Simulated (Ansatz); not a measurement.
**Se: pressure series**

Base system: Se (space group P3_121, No. 152; a = 4.506 Å, c = 4.991 Å; made of chains).

Cell and atoms are relaxed at each pressure.

Computed with Ansatz (an electronic-structure program), r2SCAN, PAW, cutoff 500 eV, spin-orbit coupling left out.

| pressure (GPa) | volume per atom (Å³/atom) |
|---|---|
| 0 | 29.251 |
| 0.3 | 28.380 |
| 0.7 | 27.488 |
| 1.5 | 26.206 |
| 3 | ? |
| 5 | 23.179 |
| 7.5 | 21.981 |

**Question.** Fit the third-order Birch–Murnaghan form P(V) = (3B₀/2)[(V₀/V)^(7/3) − (V₀/V)^(5/3)]·[1 + (3/4)(B₀′ − 4)((V₀/V)^(2/3) − 1)] (squares taken in P) to the rows shown and predict the withheld row.

**Answer.** Least squares on the printed values gives V₀ = 29.278 Å³/atom, B₀ = 8.45 GPa, B₀′ = 8.7; this predicts 24.589 Å³/atom, and the run gives 24.576 Å³/atom, 0.013 lower.

Load acts through the strain it causes; cell and atoms are relaxed under it. Stability against distortions was not tested. No other phases were tried under pressure. No dispersion term is included, though the crystal is made of layers, chains or molecules, so its spacings can come out too wide.
